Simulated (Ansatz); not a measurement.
# Band gap of HfO2 (model structure, started from the CdI2 type, P-3m1, No. 164, 3 atoms in the cell) at several levels of theory

No measured value is used here.

| level (code) | value (eV) | cell (Å³/atom) |
|---|---|---|
| LDA (Ansatz) | 4.42 | 13.49 |
| PBEsol+SOC (Ansatz) | 4.40 (indirect) | 14.13 |
| r²SCAN+SOC (Ansatz) | 4.97 (indirect) | 14.13 |
| r²SCAN+rVV10 (Ansatz) | 4.92 | 13.69 |
| dielectric-dependent PBEsol hybrid (Ansatz) | ? | 14.13 |
| HSE06+SOC (Ansatz) | 6.10 (indirect) | 14.13 |
| PBE0 (Ansatz) | ? | 14.13 |
| r²SCAN0 (Ansatz) | 7.21 | 14.13 |

Task: What belongs in the gaps?

Result: 
- dielectric-dependent PBEsol hybrid (Ansatz, an electronic-structure program), value (eV): 6.72
- PBE0 (Ansatz), value (eV): 6.87

Computed values are for a static lattice. Spin–orbit coupling is included only where a level's name says +SOC; with heavier elements it mostly lowers gaps and can invert bands.  Values are at the PBE-D3(BJ) cell; LDA at the level's own relaxed cell; r²SCAN+rVV10 at the level's own relaxed cell. Cutoffs and k meshes differ between the levels. Ansatz's density-functional and Hartree–Fock values are scalar-relativistic unless marked +SOC, with PAW data made under PBE.

A model structure was made by putting elements into a prototype or built by hand; it is no filed structure, need not be a known phase, and can be a saddle point held by its symmetry.
